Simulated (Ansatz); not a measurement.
A computed series for BaTiO3: pressure series

Start from BaTiO3 in the cubic perovskite structure (space group Pm-3m, No. 221).

```xyz
5
Lattice="3.9346 0.0000 0.0000 0.0000 3.9346 0.0000 0.0000 0.0000 3.9346" Properties=species:S:1:pos:R:3 pbc="T T T"
Ba     0.0000     0.0000     0.0000
Ti     1.9673     1.9673     1.9673
O      1.9673     0.0000     1.9673
O      0.0000     1.9673     1.9673
O      1.9673     1.9673     0.0000
```

Cell and atoms are relaxed at each pressure.

Computed with LDA in Ansatz (plane waves to 420 eV, PAW, scalar-relativistic without spin-orbit coupling).

Computed cases, in order: pressure −2 GPa; pressure −1 GPa; 0 GPa (base); pressure 0.3 GPa; pressure 0.7 GPa; pressure 1.5 GPa; pressure 5 GPa; pressure 7.5 GPa; pressure 10 GPa.

Between which two neighbouring cases does the gap turn between direct and indirect?

Between pressure 5 GPa (1.87 eV, indirect, R → Γ) and pressure 7.5 GPa (1.89 eV, direct at Γ). The whole series: pressure −2 GPa: 1.81 eV, indirect, R → Γ; pressure −1 GPa: 1.82 eV, indirect, R → Γ; 0 GPa (base): 1.83 eV, indirect, R → Γ; pressure 0.3 GPa: 1.83 eV, indirect, R → Γ; pressure 0.7 GPa: 1.84 eV, indirect, R → Γ; pressure 1.5 GPa: 1.84 eV, indirect, R → Γ; pressure 5 GPa: 1.87 eV, indirect, R → Γ; pressure 7.5 GPa: 1.89 eV, direct at Γ; pressure 10 GPa: 1.89 eV, direct at Γ.

Load acts through the strain it causes; cell and atoms are relaxed under it. Whether these cells are dynamically stable was not tested. No other phases were tried under pressure. All final runs are without spin polarisation. Many cubic perovskites are stable only at high temperature; tilts and polar distortions were not tested. This is not the structure that BaTiO3 has at room temperature and ambient pressure.

Ansatz is a first-principles code.
